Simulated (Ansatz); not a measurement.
Ba3AsN (Pm-3m, No. 221, 5 atoms in the cell; start mp-1013734) was calculated with HSE06+SOC (plane waves, PAW; Ansatz, a quantum-chemistry and plane-wave program).

Settings: plane-wave cutoff 460 eV, 4×4×4 k mesh, Fermi–Dirac smearing 0.01 eV, PAW data made under PBE.

Cell (relaxed with PBEsol):

```yaml
crystal:
  lattice:
    - [5.34630, 0.00000, 0.00000]
    - [0.00000, 5.34630, 0.00000]
    - [0.00000, 0.00000, 5.34630]
  atoms:
    - { symbol: Ba, position: [0.00000, 0.50000, 0.50000] }
    - { symbol: Ba, position: [0.50000, 0.00000, 0.50000] }
    - { symbol: Ba, position: [0.50000, 0.50000, 0.00000] }
    - { symbol: As, position: [0.00000, 0.00000, 0.00000] }
    - { symbol: N, position: [0.50000, 0.50000, 0.50000] }
```

Q: Give the computed band gap.

A: 
- band gap: 0.53 eV (on the SCF k mesh) (direct)

Note: cell and atoms aren't relaxed at this level (pressure 1.5 GPa).

Computed values are for the static lattice.

The result took roughly 14 core-minutes.

A start named mp-… is a Materials Project structure, which need not be a measured phase.
